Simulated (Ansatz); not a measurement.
Sn, pressure series

Base system: Sn in the diamond structure (space group Fd-3m, No. 227).

```cif
data_Sn2
_chemical_formula_sum 'Sn2'
_space_group_name_H-M_alt 'P 1'
_space_group_IT_number 1
_cell_length_a 4.70636
_cell_length_b 4.70636
_cell_length_c 4.70636
_cell_angle_alpha 60.000
_cell_angle_beta 60.000
_cell_angle_gamma 60.000
loop_
_space_group_symop_operation_xyz
  'x, y, z'
loop_
_atom_site_label
_atom_site_type_symbol
_atom_site_fract_x
_atom_site_fract_y
_atom_site_fract_z
_atom_site_occupancy
Sn1 Sn 0.50000 0.50000 0.50000 1
Sn2 Sn 0.75000 0.75000 0.75000 1
```

Cell and atoms are relaxed at each pressure.

Calculations: PBE/PAW in Ansatz (a first-principles code), spin-orbit coupling left out, earlier PAW set.

Notes on the quantities. enthalpy: H = E + PV relative to the base's energy.

```tsv
case	enthalpy	lattice parameter a
base	–	12.578 bohr
pressure −2 GPa	-0.47 eV/atom	12.857 bohr
pressure −1 GPa	-0.23 eV/atom	12.707 bohr
pressure 0.3 GPa	+0.07 eV/atom	12.544 bohr
pressure 0.7 GPa	+0.16 eV/atom	…
pressure 1.5 GPa	+0.34 eV/atom	12.420 bohr
pressure 3 GPa	+0.66 eV/atom	12.285 bohr
pressure 5 GPa	+1.09 eV/atom	12.134 bohr
pressure 7.5 GPa	+1.59 eV/atom	11.976 bohr
pressure 10 GPa	+2.08 eV/atom	…
```

Q: Some entries are withheld; estimate them.

A: 
- pressure 0.7 GPa, lattice parameter a: 12.500 bohr
- pressure 10 GPa, lattice parameter a: 11.842 bohr

Load acts through the strain it causes; cell and atoms are relaxed under it. Whether these cells are dynamically stable was not tested. Tetrahedral semiconductors of this kind turn to denser phases somewhere between about 1 and 50 GPa; those were not computed, so compressed cells here can lie past the real transition.
